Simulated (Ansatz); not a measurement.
The starting structures come from a database of crystals and need not be the phases stable at ambient conditions.

Here is the system:

```
CELL_PARAMETERS angstrom
      4.90920     0.00000     0.00000
      0.00000     5.51962     0.00000
      0.00000     0.00000     4.54535
ATOMIC_POSITIONS crystal
  Ti 0.25000 0.67299 0.50000
  Ti 0.75000 0.32701 0.50000
  Ti 0.75000 0.82701 0.00000
  Ti 0.25000 0.17299 0.00000
  O  0.91865 0.61828 0.72855
  O  0.08135 0.38172 0.27145
  O  0.41865 0.88172 0.77145
  O  0.58135 0.11828 0.22855
  O  0.08135 0.88172 0.22855
  O  0.91865 0.11828 0.77145
  O  0.58135 0.61828 0.27145
  O  0.41865 0.38172 0.72855
```

Space group of this cell: Pbcn. The cell is taken as given; by r2SCAN its mean pressure is -1.2 GPa.

Transport runs along the normal of the first two printed cell vectors.

The gap is the functional's own, uncorrected, and κ follows it; spin-orbit coupling is left out. Mid-gap values are interpolated between the computed energies.

Compute, with r2SCAN in Ansatz (a first-principles code), the band gap and the smallest decay constant κ at mid-gap.

Gap 2.99 eV on a 6×6×8 mesh; κ = 0.346 1/Å, at the zone centre.
